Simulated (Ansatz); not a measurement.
**Mg on the Si site (Mg_Si) in 4H silicon carbide**

Computed with PBE, PAW (plane waves to 420 eV; Ansatz, a program for electronic structure). Cell: 96 sites, 3×2×1; final energies on a 2×2×2 shifted mesh. Site at the start: the Si(h) site. Finite-size correction: monopole term and site-potential alignment. Dielectric constants: PBE linear response of the host. Host gap at this level: 2.23 eV. A cell of this size leaves errors of a few tenths of an eV. The semilocal functional narrows the gap, so deep levels can fall outside it. Spin–orbit coupling is left out. Each state is the lowest found from its start.

Formation energies E_f are given with the Fermi level at the valence-band maximum. Chemical conditions: C-rich (Δμ(Si) = -0.41 eV, Δμ(Mg) = -0.034 eV, bounded by antifluorite Mg2Si; only phases computed here count, gases as isolated molecules at 0 K); Si-rich (Δμ(Si) = 0.00 eV, Δμ(Mg) = -0.24 eV, bounded by antifluorite Mg2Si; only phases computed here count, gases as isolated molecules at 0 K). Reference phases: Mg: hcp Mg, Si: silicon.

```tsv
charge	moment (μB)	largest move off a lattice site (Å)	image correction with alignment (eV)	E_f, C-rich (eV)	E_f, Si-rich (eV)	above the lowest spin state (eV)
+1†	1.0	0.23	0.10	–	–	0.00
0	0 in all, 0.20 on one atom	0.24	0.00	4.06	4.67	0.00
0	not spin-polarised	0.23	0.00	4.08	4.70	0.03
−1	1.0	0.21	0.20	4.38	4.99	0.00
−2	not spin-polarised	0.20	0.72	5.28	5.89	0.00
```

† Not settled in this cell, so no level is given: charge +1: level within 0.1 eV of a band edge or past it.

Starting moments that weren't kept: charge 0 began with 2 μB and ended with 0.0.

No other site or start that was run ended lower by more than 0.1 eV.

Transition levels above the valence-band maximum: ε(0/−1) = 0.32 eV; ε(−1/−2) = 0.91 eV. On the lower envelope of the bound states, inside the gap: (0/−1) at 0.32 eV; (−1/−2) at 0.91 eV.

Flagged in the runs: a doubtful potential alignment, a host whose relaxation on this sampling wasn't shown to rest, a strain field that reaches the edge of the cell.
